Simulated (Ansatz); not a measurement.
The reference is GaS in the beta-GaS type structure (space group P6_3/mmc, No. 194; a = 3.534 Å, c = 15.039 Å; layered, stacked along the Cartesian z axis). Axes: x lies along a and z along c of the hexagonal cell.

Modification: tensor shear ε_xz = +1.35 % (engineering shear γ = 0.0270), atoms relaxed at fixed cell.

Levels (all Ansatz, a program for electronic structure, PAW): PBEsol-D3(BJ) (420 eV, no spin-orbit coupling); PBEsol+SOC (420 eV, with spin-orbit coupling).

The geometry is relaxed with PBEsol-D3(BJ).

| Quantity | Value |
|---|---|
| PBEsol-D3(BJ) valence-band top at Γ | 0.00, -1.45, -1.46 eV |
| PBEsol-D3(BJ) band gap | 1.28 eV |
| PBEsol-D3(BJ) hole mass | 0.13 mₑ along z, 2.1 mₑ across (at Γ) |

Task: How does going to PBEsol+SOC change the valence-band top at Γ, band gap and hole mass?

Result: The valence-band top at Γ (three highest Kramers pairs, from the VBM) becomes 0.00, -1.43, -1.49 eV (PBEsol-D3(BJ): 0.00, -1.45, -1.46 eV); the band gap remains 1.28 eV; the hole mass changes from 0.13 mₑ along z, 2.1 mₑ across (at Γ) to 0.13 mₑ along z, 2.0 mₑ across (at Γ).

Single points use the geometry relaxed with PBEsol-D3(BJ). The spin-orbit shifts are approximate. The cells carry an imposed strain or load. Masses are band curvatures over ±0.01 Å⁻¹ around the edge. Stability against distortions was not tested.
